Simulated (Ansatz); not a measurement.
The reference is Os in the hcp (Mg type) structure (space group P6_3/mmc, No. 194; relaxed with 0.1 eV smearing).

```
Os
1.0
    2.75433     0.00000     0.00000
   -1.37717     2.38532     0.00000
    0.00000     0.00000     4.34739
Os
2
Direct
  0.66667   0.33333   0.75000
  0.33333   0.66667   0.25000
```

Cartesian axes are those of the cell as printed.

Method: PBE, PAW, 420 eV (Ansatz, an electronic-structure program; scalar-relativistic without spin-orbit coupling).

Strains are applied to the cell and any free atomic positions relax; under biaxial strain the out-of-plane vector relaxes too.

One change was made to it. Results:

The pressure (mean of the normal stresses, compression positive) goes from zero to -13.7 GPa; the band gap remains zero.

Question: What was done to the base?
(A) biaxial strain +3.00 %, plane normal [001], relaxed out of plane
(B) biaxial strain −1.00 %, plane normal [001], relaxed out of plane
(C) biaxial strain +1.50 %, plane normal [001], relaxed out of plane
(D) biaxial strain −2.00 %, plane normal [001], relaxed out of plane
(E) biaxial strain +2.50 %, plane normal [001], relaxed out of plane

Answer: A, biaxial strain +3.00 %, plane normal [001], relaxed out of plane. For comparison, the pressure in the other runs: biaxial strain +2.50 %, plane normal [001], relaxed out of plane gives -11.8 GPa; biaxial strain −2.00 %, plane normal [001], relaxed out of plane gives 12.6 GPa; biaxial strain +1.50 %, plane normal [001], relaxed out of plane gives -7.5 GPa; biaxial strain −1.00 %, plane normal [001], relaxed out of plane gives 5.9 GPa.

Whether these cells are dynamically stable was not tested. All final runs are without spin polarisation.
